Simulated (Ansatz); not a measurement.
Pressure series in NaHF2

The parent structure is NaHF₂ (space group R-3m, No. 166; a = 3.427 Å, c = 13.714 Å (hexagonal axes)).

Cell and atoms are relaxed at each pressure.

Method: r2SCAN (Ansatz, a program for electronic structure; PAW; 500 eV plane waves; no spin-orbit coupling), earlier PAW set.

Two rows of this table had their results exchanged by mistake.

```csv
pressure,volume per atom (Å³),shortest distance (Å),band gap
pressure −2 GPa,12.44,1.140,7.58 eV
pressure −1 GPa,11.99,1.138,7.71 eV
pressure 0.3 GPa,11.17,1.132,7.96 eV
pressure 0.7 GPa,11.40,1.134,7.89 eV
pressure 1.5 GPa,11.52,1.135,7.85 eV
pressure 3 GPa,10.80,1.129,8.09 eV
pressure 5 GPa,10.38,1.126,8.24 eV
pressure 7.5 GPa,9.95,1.121,8.41 eV
pressure 10 GPa,9.59,1.118,8.56 eV
```

**Question.** Which two?

**Answer.** The rows for pressure 0.3 GPa and pressure 1.5 GPa: the volume has to fall steadily with pressure, so 11.52 Å³ belongs to pressure 0.3 GPa and 11.17 Å³ to pressure 1.5 GPa.

Load acts through the strain it causes; cell and atoms are relaxed under it. Whether these cells are dynamically stable was not tested. Competing high-pressure phases were not computed.
